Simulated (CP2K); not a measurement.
CP2K run on Al (Fm-3m, 1 atom in the cell): self-consistent single point.

Computed with PBE, GPW, DZVP-MOLOPT-SR-GTH basis, GTH-PBE potentials (GTH_POTENTIALS) in CP2K 2026.2.

The change in words: lattice scaled by 0.98. Reference geometry:
```
CELL_PARAMETERS angstrom
      2.84996     0.00000     0.00000
      1.42498     2.46814     0.00000
      1.42498     0.82271     2.32698
ATOMIC_POSITIONS crystal
  Al 0.00000 0.00000 0.00000
```

Reference input (self-consistent single point, DFT PBE, GPW, DZVP-MOLOPT-SR-GTH basis, GTH-PBE potentials (GTH_POTENTIALS)): CUTOFF = 400 Ry; REL_CUTOFF = 60 Ry; SMEAR/METHOD = FERMI_DIRAC; ELECTRONIC_TEMPERATURE = 1160.45 K; KPOINTS/SCHEME = MONKHORST-PACK 10 10 10; GAMMA_CENTERED = T; XC_FUNCTIONAL = PBE; Al/BASIS_SET = DZVP-MOLOPT-SR-GTH-q3; Al/POTENTIAL = GTH-PBE-q3; METHOD = GPW; EPS_DEFAULT = 1e-10; NGRIDS = 4. This run's input differs from it in these lines:

```diff
@@ -63,5 +63,5 @@
     &CELL
-      A 2.84995700 0.00000000 0.00000000
-      B 1.42497900 2.46813500 0.00000000
-      C 1.42497900 0.82271200 2.32698000
+      A 2.79295900 0.00000000 0.00000000
+      B 1.39647900 2.41877300 0.00000000
+      C 1.39647900 0.80625800 2.28044100
       PERIODIC XYZ
```

Output, abridged:

```
 SCF WAVEFUNCTION OPTIMIZATION

  Step     Update method      Time    Convergence         Total energy    Change
     1 NoMix/Diag. 0.20E+00      -     0.99322571        -2.2329487314 -2.23E+00
     2 Broy./Diag. 0.20E+00      -     0.00344793        -2.1600346579  7.29E-02
     3 Broy./Diag. 0.20E+00      -     0.01289451        -2.0733313099  8.67E-02
     4 Broy./Diag. 0.20E+00      -     0.00003956        -2.0714920158  1.84E-03
     5 Broy./Diag. 0.20E+00      -     0.00011281        -2.0705869022  9.05E-04
     6 Broy./Diag. 0.20E+00      -     0.00000174        -2.0705832713  3.63E-06
     7 Broy./Diag. 0.20E+00      -     0.00000549        -2.0705920129 -8.74E-06
     8 Broy./Diag. 0.20E+00      -     0.00000003        -2.0705924028 -3.90E-07
  *** SCF run converged in     8 steps ***

  Overlap energy of the core charge distribution:               0.00000000000000
  Self energy of the core charge distribution:                 -5.64189583547756
  Core Hamiltonian energy:                                      1.22686404593578
  Hartree energy:                                               3.16632825218097
  Exchange-correlation energy:                                 -0.82121911197041
  Electronic entropic energy:                                  -0.00066975350366
  Fermi energy:                                                 0.28735133747312

  Total energy:                                                -2.07059240283202
  Total energy (extrapolated to T->0):                         -2.07025752608019

   [... lines left out ...]

 STRESS| Analytical stress tensor [bar]
 STRESS|                        x                   y                   z
 STRESS|      x        5.39999959370E+04   2.59747209942E-02   1.83590386331E-02
 STRESS|      y        2.59747209942E-02   5.40040166761E+04   5.45069468314E+00
 STRESS|      z        1.83590386331E-02   5.45069468314E+00   5.40029898328E+04
 STRESS| 1/3 Trace                                             5.40023341486E+04
```

The run converged in 8 iterations. Against the reference run the free energy rises by 15.8 meV/atom and the pressure goes from 0.17 to 5.40 GPa.

The starting cell comes from a database of computed structures (which also holds hypothetical and non-ambient phases and stackings), without a prior relaxation at this level. Its lattice was rescaled by a random factor within 2.5 % of one. For this run, on top of that: lattice scaled by 0.98. Values carry the incompleteness of an atom-centred basis. With a pressure of about 5 GPa the cell is away from its equilibrium volume at this level.

Cost on one core of a shared machine: roughly 40 s.
